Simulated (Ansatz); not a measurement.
Consider these faces of rutile SnO2, relaxed from ideal cuts in 1x1 cells: (001), (100), (101), (110), (111).

Level of theory: PBE (plane waves to 420 eV, PAW; Ansatz, a program for electronic structure).

**Question.** Order them by surface energy (lowest first) at the level PBE.

**Answer.** (110) (0.96 J/m²), (100) (1.06 J/m²), (101) (1.38 J/m²), (001) (1.75 J/m²), (111) (1.78 J/m²)
